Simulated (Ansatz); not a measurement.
## A computed series for BN: response to strain

The parent structure is BN in the zinc blende structure (space group F-43m, No. 216; a = 3.606 Å).

Strains are applied to the cell and any free atomic positions relax.

Level of theory: PBEsol, PAW, 420 eV (Ansatz, a quantum-chemistry and plane-wave program; no spin-orbit coupling).

Notes on the quantities. energy relative to the base: free energy F.

```tsv
isotropic strain (%)	energy relative to the base (meV/atom)
-3	61.9
-2.5	42.4
-2	26.8
-1.5	14.9
0	0.0
0.5	1.6
1	6.2
2	?
2.5	37.1
```

Q: Fit ΔE = Aε² + Bε³ (ε in %) to the rows shown and predict the withheld row.

A: Least squares on the printed values gives A = 6.36 and B = -0.17 meV/atom (largest residual 0.0 meV/atom); this predicts 24.1 meV/atom, and the run gives 24.0 meV/atom, in agreement.

Whether these cells are dynamically stable was not tested.
